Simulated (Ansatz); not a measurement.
We consider CsCl-type CaO (model structure), described by HSE06 (PAW; Ansatz, a quantum-chemistry and plane-wave program).

Settings: plane-wave cutoff 500 eV, 10×10×10 k mesh, Fermi–Dirac smearing 0.05 eV, scalar-relativistic PAW data made under PBE.

Cell (relaxed at this level):

Space group Pm-3m (No. 221); a = b = c = 2.9070 Å, α = β = γ = 90.00°

```json
[
 {"atom": "Ca", "site": "1a", "symmetry": "m-3m", "x": "0.0000", "y": "0.0000", "z": "0.0000"},
 {"atom": "O", "site": "1b", "symmetry": "m-3m", "x": "0.5000", "y": "0.5000", "z": "0.5000"}
]
```

Q: What does this level give for the band gap?

A: 
* **band gap**: 4.48 eV (on the SCF k mesh)

Note: exact exchange on metals is sensitive to the k mesh and can open a false gap; the relaxation could raise the start's symmetry but not lower it, so the cell can be a saddle point.

The computed numbers hold no vibrational or temperature effects.

The result took roughly 4 core-minutes.

A model structure was made by putting elements into a prototype or built by hand; it is no filed structure, need not be a known phase, and can be a saddle point held by its symmetry.
